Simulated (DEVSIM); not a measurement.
System: abrupt Si n-p junction, at 300 K.

| layer (left to right) | material | thickness (μm) | Nd (cm⁻³) | Na (cm⁻³) | τn (s) | τp (s) |
|---|---|---|---|---|---|---|
| 1 | Si | 42.0 | 1.2e19 | - | 4.9e-6 | 1.5e-6 |
| 2 | Si | 150 | - | 2.1e15 | 4.9e-6 | 4.9e-6 |

Left contact: ohmic. Right contact: ohmic. Voltage is applied to the left contact. Recombination: SRH at mid-gap, radiative, Auger. Mobility is μmin + (μ − μmin)/(1 + (N/Nref)^α).

Constants are typed, rounded textbook-type inputs, not results; the design itself was drawn at random and stands for no fabricated device. Values at 300 K.

```csv
parameter,Si
gap (eV),1.124
affinity (eV),4.05
permittivity,11.7
Nc (cm⁻³),2.86e19
Nv (cm⁻³),3.1e19
μn (cm²/Vs),1417
μp (cm²/Vs),470
"μn,min",52
"μp,min",45
"Nref,n",9.7e16
"Nref,p",2.2e17
αn,0.68
αp,0.72
B (cm³/s),4.7e-15
Cn (cm⁶/s),2.8e-31
Cp (cm⁶/s),9.9e-32
```

Simulated with DEVSIM: 1D drift-diffusion, Boltzmann statistics, complete ionisation; no tunnelling, impact ionisation, image-force lowering or self-heating.

Q: Tabulate band edges, carrier densities and field at -0.9 V on the left contact.

A: Energies count from the Fermi level of the right contact; mesh points crowd at the junctions.

```csv
x (μm),Ec (eV),Ev (eV),n (cm⁻³),p (cm⁻³),field (V/cm)
0.000,0.922,-0.202,1.2e19,< 1e2,≈ 0
0.06456,0.922,-0.202,1.2e19,52000,≈ 0
0.2895,0.922,-0.202,1.2e19,230000,≈ 0
1.132,0.922,-0.202,1.2e19,950000,≈ 0
6.651,0.922,-0.202,1.2e19,2.0e7,≈ 0
22.65,0.922,-0.202,1.2e19,4.5e10,≈ 0
36.77,0.921,-0.203,1.2e19,4.2e13,≈ 0
41.08,0.921,-0.203,1.2e19,3.4e14,≈ 0
41.77,0.921,-0.203,1.2e19,4.7e14,≈ 0
41.95,0.921,-0.203,1.2e19,5.1e14,≈ 0
42.01,1.001,-0.123,5.5e17,1.2e16,57000
42.14,1.051,-0.073,7.8e16,8.0e16,≈ 0
42.58,1.051,-0.073,7.8e16,8.0e16,≈ 0
44.11,1.050,-0.074,7.7e16,7.9e16,≈ 0
54.34,1.048,-0.076,7.0e16,7.2e16,≈ 0
85.77,1.037,-0.087,5.1e16,5.3e16,≈ 0
156.0,0.988,-0.136,1.8e16,2.0e16,-12
182.3,0.939,-0.185,6.1e15,8.2e15,-33
190.3,0.898,-0.226,1.5e15,3.6e15,-90
191.6,0.884,-0.240,4.9e14,2.6e15,-150
191.9,0.878,-0.246,1.3e14,2.2e15,-190
192.0,0.876,-0.248,55000,2.1e15,-200
```
